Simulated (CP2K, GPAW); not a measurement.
A GPAW input for a self-consistent single point of Pb (Im-3m, 1 atom in the cell) (DFT PBEsol, plane waves, GPAW PAW datasets PBEsol (made by gpaw-setup)):

```python
from ase import Atoms
from ase.units import GPa
from gpaw import GPAW, PW, FermiDirac

atoms = Atoms(['Pb'],
              cell=[[-1.940067, 1.940067, 1.940067],
                    [1.940067, -1.940067, 1.940067],
                    [1.940067, 1.940067, -1.940067]],
              scaled_positions=[[0.000000, 0.000000, 0.000000]],
              pbc=True)

calc = GPAW(mode=PW(550),
            xc='PBEsol',
            kpts=(15, 15, 15),
            occupations=FermiDirac(0.1),
            nbands=-7,
            convergence={'density': 1e-05, 'energy': 1e-05},
            symmetry={'symmorphic': False, 'tolerance': 0.0005},
            maxiter=100,
            txt='-')

atoms.calc = calc

energy = atoms.get_potential_energy()
print('Energy (eV):', round(energy, 6))
forces = atoms.get_forces()
print('Forces (eV/Ang):')
print(forces.round(5))
stress = atoms.get_stress()
print('Stress (GPa, Voigt):', (stress / GPa).round(4))
```

Problem. Write the same calculation as an input for CP2K.

Solution. This is the input that was run; spellings and numerical settings could be chosen otherwise.

```
&GLOBAL
  PROJECT bulk
  RUN_TYPE ENERGY_FORCE
  PRINT_LEVEL MEDIUM
&END GLOBAL
&FORCE_EVAL
  METHOD Quickstep
  STRESS_TENSOR ANALYTICAL
  &DFT
    BASIS_SET_FILE_NAME BASIS_MOLOPT
    POTENTIAL_FILE_NAME GTH_POTENTIALS
    &QS
      METHOD GPW
      EPS_DEFAULT 1E-10
    &END QS
    &MGRID
      CUTOFF 400
      REL_CUTOFF 50
      NGRIDS 4
    &END MGRID
    &SCF
      SCF_GUESS ATOMIC
      EPS_SCF 1E-7
      MAX_SCF 100
      ADDED_MOS 4
      &DIAGONALIZATION
        ALGORITHM STANDARD
      &END DIAGONALIZATION
      &MIXING
        METHOD BROYDEN_MIXING
        ALPHA 0.3
        NBUFFER 12
        BETA 1
      &END MIXING
      &SMEAR ON
        METHOD FERMI_DIRAC
        ELECTRONIC_TEMPERATURE [K] 1160.45
      &END SMEAR
    &END SCF
    &KPOINTS
      SCHEME MONKHORST-PACK 15 15 15
    &END KPOINTS
    &XC
      &XC_FUNCTIONAL
        &PBE
          PARAMETRIZATION PBESOL
        &END PBE
      &END XC_FUNCTIONAL
    &END XC
    &PRINT
      &MO
        EIGENVALUES T
        OCCUPATION_NUMBERS T
        NDIGITS 8
        FILENAME mo
        &EACH
          QS_SCF 0
        &END EACH
        ADD_LAST NUMERIC
      &END MO
      &MULLIKEN ON
      &END MULLIKEN
    &END PRINT
  &END DFT
  &SUBSYS
    &CELL
      A 3.36029500 0.00000000 0.00000000
      B -1.12009800 3.16811600 0.00000000
      C -1.12009800 -1.58405800 2.74366900
      PERIODIC XYZ
    &END CELL
    &COORD
      SCALED
      Pb       0.00000000     0.00000000     0.00000000
    &END COORD
    &KIND Pb
      BASIS_SET DZVP-MOLOPT-SR-GTH-q4
      POTENTIAL GTH-PBE-q4
    &END KIND
  &END SUBSYS
  &PRINT
    &FORCES ON
    &END FORCES
    &STRESS_TENSOR ON
    &END STRESS_TENSOR
  &END PRINT
&END FORCE_EVAL
```

Basis, cutoffs, solver keys and any potentials are the target program's own. This input uses DFT PBEsol, GPW, DZVP-MOLOPT-SR-GTH basis, GTH-PBE potentials (GTH_POTENTIALS). Both were run: pressure 0.90 GPa in GPAW and 3.80 in CP2K.

On CP2K: the starting cell comes from a database of computed structures (which also holds hypothetical and non-ambient phases and stackings), without a prior relaxation at this level. For this run, on top of that: lattice scaled by 0.98. Values carry the incompleteness of an atom-centred basis. The potentials were made for another functional than the one used. With a pressure of about 4 GPa the cell is away from its equilibrium volume at this level.

On GPAW: the starting cell comes from a database of computed structures (which also holds hypothetical and non-ambient phases and stackings), without a prior relaxation at this level. For this run, on top of that: lattice scaled by 0.98.
